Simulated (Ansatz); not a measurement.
We consider Ir (model structure, Im-3m, No. 229, 1 atom in the cell), described by LDA in Ansatz (plane waves, PAW).

Run with plane-wave cutoff 520 eV, 26×26×26 k mesh, Fermi–Dirac smearing 0.05 eV, no spin polarisation, scalar-relativistic PAW data made under PBE.

Cell (relaxed at this level):

```
CELL_PARAMETERS angstrom
     -1.53002     1.53002     1.53002
      1.53002    -1.53002     1.53002
      1.53002     1.53002    -1.53002
ATOMIC_POSITIONS crystal
  Ir 0.00000 0.00000 0.00000
```

### Question
Estimate the bulk modulus B0 that the calculation returns.

### Answer

- bulk modulus B0: 361 GPa

Note: the run has no spin polarisation, so it can have missed a magnetic state; the bulk modulus is −V dP/dV from two relaxed cells at ±2 % in volume; the relaxation could raise the start's symmetry but not lower it, so the cell can be a saddle point.

Spin–orbit coupling is not included.

The result took around 19 core-seconds (rough).

A model structure was made by putting elements into a prototype or built by hand; it is no filed structure, need not be a known phase, and can be a saddle point held by its symmetry.

Ansatz is a program for electronic structure.
